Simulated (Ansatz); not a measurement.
Ansatz (a first-principles code), DFT, r2SCAN, plane waves, its default PAW files: BeH2, atoms displaced (from the phase in space group 72, mp-768203) (H12Be6), 18 atoms. Basis and mesh were picked for this test and aren't claimed converged.

```json
{
 "cell": "6.23, 6.23, 6.23 Å; 141.6, 88.1, 104.5°",
 "distance_to_the_nearest_atom": "1.35 to 1.46 Å",
 "task": "single point",
 "k mesh": "4×6×6",
 "hamiltonian.xc": "r2scan",
 "kind_of_files": "paw",
 "scf.occupations.method": "fermi_dirac",
 "scf.occupations.width": "0.05 eV",
 "output.forces": "true",
 "binding of workers (--pin)": "off",
 "k-point pools (--kpoint-pools)": "1",
 "memory maximum (--max-ram)": "8GiB",
 "accuracy": "medium (default)",
 "basis.precision": "auto (default)",
 "basis.xc_grid": "4 (default)",
 "scf.mixing.algorithm": "auto (default)",
 "scf.mixing.preconditioner": "auto (default)",
 "scf.convergence.dr2_threshold": "1.40319e-07 (default)",
 "scf.lower_state_search": "light (default)",
 "k-points after symmetry": "76",
 "bands_at_the_start": "30",
 "electrons": "24",
 "plane waves at Γ": "3611",
 "cutoff (eV)": "500",
 "FFT grid": "48×48×48",
 "symmetry_operations": "1"
}
```

One run each.

All on 4 threads. Base settings, kept where nothing else is said: scf.eigensolver.kind = auto (default), scf.eigensolver.cushion = auto (default), scf.eigensolver.full_accuracy = false (default), scf.algorithm = auto (default) (scf.eigensolver.max_subspace_factor, scf.eigensolver.real_solve not set). The settings tried:
- scf.algorithm = direct_min
- scf.eigensolver.kind = davidson, scf.eigensolver.max_subspace_factor = 6
- the base settings
- scf.eigensolver.kind = davidson, scf.eigensolver.max_subspace_factor = 2
- scf.eigensolver.real_solve = false
- scf.algorithm = density_mixing
- scf.eigensolver.kind = davidson
- scf.eigensolver.full_accuracy = true
- scf.eigensolver.kind = davidson, scf.eigensolver.cushion = true

Q: Which settings need the fewest applications of H to a band, which the most, and do any fail to converge?

A: Fewest applications of H to a band, with those close behind: scf.eigensolver.real_solve = false (34387); the base settings (34421); scf.algorithm = density_mixing (34421). Most among those that reach the base run's result: scf.algorithm = direct_min (76377); scf.eigensolver.full_accuracy = true (71632). All converged. In the base run the program took: scf.mixing.algorithm MSR1, scf.eigensolver.kind band_cg, --slots 4.

| setting | applications of H to a band | SCF iterations | end |
|---|---|---|---|
| scf.eigensolver.real_solve = false | 34387 | 7 | converged |
| the base settings | 34421 | 7 | converged |
| scf.algorithm = density_mixing | 34421 | 7 | converged |
| scf.eigensolver.kind = davidson, scf.eigensolver.max_subspace_factor = 6 | 40779 | 7 | converged |
| scf.eigensolver.kind = davidson | 42045 | 7 | converged |
| scf.eigensolver.kind = davidson, scf.eigensolver.max_subspace_factor = 2 | 48206 | 7 | converged |
| scf.eigensolver.kind = davidson, scf.eigensolver.cushion = true | 52504 | 7 | converged |
| scf.eigensolver.full_accuracy = true | 71632 | 7 | converged |
| scf.algorithm = direct_min | 76377 | 5 | converged |

An iteration's cost differs between solvers, so these counts don't give the time.

Keys are those of Ansatz 0.2.
